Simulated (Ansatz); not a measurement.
Consider this model of amorphous Ti20O42Ge.

```
CELL_PARAMETERS angstrom
      9.07910    -0.40786     0.28302
     -0.40786     9.71072     0.29102
      0.28302     0.29102     9.54366
ATOMIC_POSITIONS crystal
  Ti 0.49374 0.80064 0.02514
  Ti 0.07262 0.30016 0.27188
  Ti 0.22981 0.70815 0.79099
  Ti 0.35692 0.65783 0.44276
  Ti 0.64306 0.85239 0.49275
  Ti 0.80177 0.76616 0.82516
  Ti 0.24890 0.31764 0.55921
  Ti 0.99386 0.72699 0.55757
  Ti 0.36262 0.03586 0.37571
  Ti 0.22008 0.08906 0.10975
  Ti 0.46994 0.44223 0.75895
  Ti 0.57380 0.13260 0.99933
  Ti 0.69983 0.51178 0.47566
  Ti 0.64527 0.50734 0.06578
  Ti 0.14939 0.63759 0.12872
  Ti 0.31103 0.07546 0.75364
  Ti 0.91819 0.11254 0.81736
  Ti 0.94969 0.88760 0.26118
  Ti 0.69749 0.26867 0.28898
  Ti 0.67069 0.17554 0.64394
  O  0.29021 0.75507 0.98971
  O  0.19182 0.67365 0.56348
  O  0.37434 0.10049 0.95329
  O  0.69401 0.30847 0.48676
  O  0.78719 0.79550 0.62169
  O  0.02804 0.01909 0.12674
  O  0.69219 0.46281 0.27005
  O  0.75757 0.89804 0.33571
  O  0.09470 0.34007 0.45927
  O  0.69833 0.13978 0.84550
  O  0.54976 0.65435 0.12706
  O  0.05734 0.47276 0.20274
  O  0.53274 0.13365 0.32842
  O  0.88894 0.58601 0.47667
  O  0.64638 0.28228 0.09711
  O  0.31436 0.95782 0.20732
  O  0.01072 0.72501 0.75283
  O  0.38155 0.61372 0.74152
  O  0.29093 0.12741 0.55120
  O  0.60440 0.01376 0.58987
  O  0.22668 0.17016 0.28842
  O  0.42592 0.85826 0.44609
  O  0.13473 0.55176 0.93737
  O  0.99598 0.73751 0.16909
  O  0.04237 0.87461 0.42444
  O  0.88526 0.21602 0.27490
  O  0.23538 0.36184 0.75314
  O  0.38337 0.45636 0.49490
  O  0.17975 0.28551 0.06531
  O  0.12560 0.09322 0.81469
  O  0.78648 0.60037 0.95455
  O  0.59300 0.96746 0.07981
  O  0.64852 0.49100 0.66872
  O  0.27982 0.65244 0.27611
  O  0.94172 0.29201 0.88828
  O  0.86883 0.92484 0.88705
  O  0.58097 0.66350 0.45459
  O  0.30576 0.89204 0.74535
  O  0.47975 0.24144 0.71465
  O  0.50519 0.44276 0.93987
  O  0.87823 0.14458 0.64065
  O  0.59687 0.78872 0.86449
  Ge 0.11585 0.37134 0.91283
```

Methods: PBE, scalar-relativistic without spin-orbit coupling (Ansatz, an electronic-structure program); r2SCAN, scalar-relativistic without spin-orbit coupling (Ansatz); HSE06, scalar-relativistic without spin-orbit coupling (Ansatz). Neutral PBE cell, which sets geometry, pressure and energy: sampling: a 2×2×2 Γ-centred mesh; Fermi-Dirac width 0.02 eV; no spin polarisation. Exact exchange is cut at the faces of this 9 Å cell, which leaves hybrid gaps a finite-size error.

It comes from a melt-quench run on a machine-learned potential (CHGNet), relaxed afterwards by DFT. O atoms were pushed apart under 1.9 Å during the dynamics, to hinder bonds among them. The hot cell started wider than the set density and was brought back towards it in steps. It is the lowest in DFT energy of 2 quenches. It is a model cell: composition and starting density were chosen by hand, and all elements were melted together. No dispersion term was used. Its density started from a set value of 3.63 and ended at 3.37 g/cm³. Cooling (nominally 240 K/ps over its main leg) ran many orders faster than in experiment, which tends to leave more defects and strain. One small periodic cell is one sample of the glass; other quenches scatter about these values. Volume and shape were free in the relaxation.

**Question.** Give the pressure and the spacing of the highest filled and lowest empty levels.

**Answer.** 
```json
{
  "Pressure on a 2×2×2 Γ-centred mesh": "-0.2 kbar",
  "Largest force and stress component on that mesh (the relaxation ran on the zone centre alone)": "0.10 eV/Å and 0.1 GPa",
  "Level gap on a 2×2×2 Γ-centred mesh (PBE)": "2.72 eV",
  "Level gap at the zone centre (PBE)": "2.77 eV",
  "Level gap at the zone centre (r2SCAN)": "3.14 eV",
  "Level gap at the zone centre (HSE06)": "4.32 eV",
  "Distance between the nearest levels spread over more than a fifth of the atoms or a third of the atoms of their main element (six at least) (PBE, zone centre)": "3.04 eV"
}
```

**Question.** At PBE and the zone centre, how localised are the states just below and above the Fermi level (participation number: the atoms over which a state spreads)?

**Answer.** The highest filled state is spread over 10.8 atoms' worth, largest on O56, with weights by element (charge in smoothed Voronoi cells) O 0.95, Ti 0.05, Ge 0.00. The lowest empty state is spread over 14.5 atoms' worth, largest on Ti3, with weights by element (charge in smoothed Voronoi cells) Ti 0.82, O 0.17, Ge 0.00.

At PBE the levels at the filled edge of the gap are localised (band-tail or defect states), and the nearest spread-out levels lie 3.0 eV apart at the zone centre.

Neighbours within Ti-Ti 3.12 Å, Ti-O 2.38 Å, Ti-Ge 2.88 Å, O-O 1.58 Å, O-Ge 2.23 Å, Ge-Ge 2.81 Å count as bonded. Two cations that share two anions don't count as bonded, nor two that share one unless they lie closer than Ti-Ti 3.04 Å, Ti-Ge 2.80 Å, Ge-Ge 2.57 Å.

Added carriers, by PBE, scalar-relativistic without spin-orbit coupling in Ansatz on the zone centre alone. Charged cells keep the cell fixed and stand in a uniform background, with no image correction, at a width of 0.01 eV; where the count is odd the moment is locked at 1 μB, unless the neutral cell bore moments. Each starts from the undistorted neutral geometry alone. PBE's self-interaction favours spread-out carriers, so it can miss traps that a hybrid finds.

**Question.** What happens at PBE when the cell takes an extra electron and the atoms relax?

**Answer.** Relaxation lowers the charged cell by 0.07 eV. The largest moves are O29 0.12 Å, O39 0.11 Å, Ti7 0.11 Å, O50 0.10 Å. The level that holds the added charge spreads over 10.2 atoms' worth, most on Ti16 (weight 0.24): a partly localised carrier. No bond crosses its cut-off with a change of over 0.15 Å (metal-metal contacts aside). Made neutral again at that geometry, the cell lies +0.18 eV from the neutral start.

**Question.** What happens at PBE when the cell takes a hole and the atoms relax?

**Answer.** Relaxation lowers the charged cell by 0.14 eV. The largest moves are O59 0.09 Å, O62 0.08 Å, O61 0.07 Å, Ti6 0.07 Å. The level that was emptied spreads over 7.5 atoms' worth, most on O56 (weight 0.28): a partly localised carrier. No bond crosses its cut-off with a change of over 0.15 Å (metal-metal contacts aside). Made neutral again at that geometry, the cell lies +0.27 eV from the neutral start.
